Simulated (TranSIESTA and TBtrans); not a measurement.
Run with TranSIESTA and TBtrans (open boundaries, self-consistent; PseudoDojo norm-conserving potentials, scalar-relativistic): PAO.BasisSize DZP, PAO.EnergyShift 0.15 eV, XC.Authors PBE, Mesh.Cutoff 200 Ry, ElectronicTemperature 300 K, TS.Voltage 0.0 eV, TBT.Elecs.Eta 0.001 eV, no spin polarisation.

Device: Ag chain with one bond stretched by 0.6 Å. Leads: straight Ag chain, spacing 2.65 Å. Geometry: as built, not relaxed.

Question: Give the largest eigenchannel transmissions at the Fermi level (four at most) and the total.

Answer: 0.91; total 0.91. The straight chain is held at its spacing; free chains may zigzag or dimerise. No spin-polarised start was tried, so a magnetic state, if there is one, is missed.
